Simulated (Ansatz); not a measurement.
What biaxial strain +2.40 %, plane normal [001], relaxed out of plane does to TiO2

The parent structure is TiO2 in the rutile structure (space group P4_2/mnm, No. 136; a = 4.591 Å, c = 2.939 Å). Axes: x, y, z lie along a, b, c of the conventional cell.

Perturbation: biaxial strain +2.40 %, plane normal [001], relaxed out of plane (Cartesian); in-plane vectors clamped, the third vector and the atoms free.

Calculations: plane-wave PAW DFT at the PBEsol level (Ansatz, an electronic-structure program, 420 eV), scalar-relativistic without spin-orbit coupling. Settings: 7×7×11 k-points, 0.05 eV Fermi–Dirac smearing.

```json
[
 {"quantity": "space group", "base": "P4_2/mnm (No. 136)", "changed": "P4_2/mnm (No. 136)", "shift": "–"},
 {"quantity": "shortest interatomic distance", "base": "1.942 Å", "changed": "1.940 Å", "shift": "-0.002 Å"},
 {"quantity": "band gap", "base": "1.87 eV", "changed": "1.93 eV", "shift": "+0.06 eV"},
 {"quantity": "gap character", "base": "direct at Γ", "changed": "direct at Γ", "shift": "–"},
 {"quantity": "electron mass", "base": "0.54 mₑ along c, 1.1 mₑ across (at Γ)", "changed": "0.54 mₑ out of plane, 1.1 mₑ in plane (at Γ)", "shift": "–"},
 {"quantity": "out-of-plane strain", "base": "–", "changed": "-1.38 %", "shift": "–"},
 {"quantity": "ratio −ε⊥/ε∥", "base": "–", "changed": "0.58", "shift": "–"},
 {"quantity": "mean in-plane stress (compression positive)", "base": "–", "changed": "-8.0 GPa", "shift": "–"}
]
```

Final structure (turned so that z lies along the plane normal):

```
CELL_PARAMETERS angstrom
      4.70139     0.00000     0.00000
      0.00000     4.70139     0.00000
      0.00000     0.00000     2.89841
ATOMIC_POSITIONS crystal
  Ti 0.00000 0.00000 0.00000
  Ti 0.50000 0.50000 0.50000
  O  0.30595 0.30595 0.00000
  O  0.80595 0.19405 0.50000
  O  0.19405 0.80595 0.50000
  O  0.69405 0.69405 0.00000
```

Effective masses come from finite differences of ±0.01 Å⁻¹. Whether these cells are dynamically stable was not tested. All final runs are without spin polarisation.
